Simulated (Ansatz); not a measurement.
Given:

```yaml
crystal:
  lattice:
    - [4.22348, 0.00000, 0.00000]
    - [0.00000, 4.22348, 0.00000]
    - [0.00000, 0.00000, 4.19526]
  atoms:
    - { symbol: Ba, position: [0.00000, 0.00000, 0.00000] }
    - { symbol: Zr, position: [0.50000, 0.50000, 0.50000] }
    - { symbol: O, position: [0.00000, 0.50000, 0.50000] }
    - { symbol: O, position: [0.50000, 0.50000, 0.00000] }
    - { symbol: O, position: [0.50000, 0.00000, 0.50000] }
```

No spin polarisation.

The values are results of plane-wave PAW DFT at the r2SCAN level (Ansatz, a program for electronic structure, 500 eV), spin-orbit coupling left out, not measurements. Γ-centred 8×8×8 mesh, Fermi–Dirac width 0.05 eV.

Task: Estimate the electron mass.

Result: 2.8 mₑ out of plane, 0.37 mₑ in plane (at Γ).

Task: What is the computed gap character?

Result: Indirect, A → Γ.

Task: Predict the smallest direct gap.

Result: 3.92 eV.

The cells carry an imposed strain or load. Effective masses come from finite differences of ±0.01 Å⁻¹. Whether these cells are dynamically stable was not tested. The cell was made from BaZrO₃ in the cubic perovskite structure (space group Pm-3m, No. 221) by this change: biaxial strain +0.44 %, plane normal [001], relaxed out of plane.
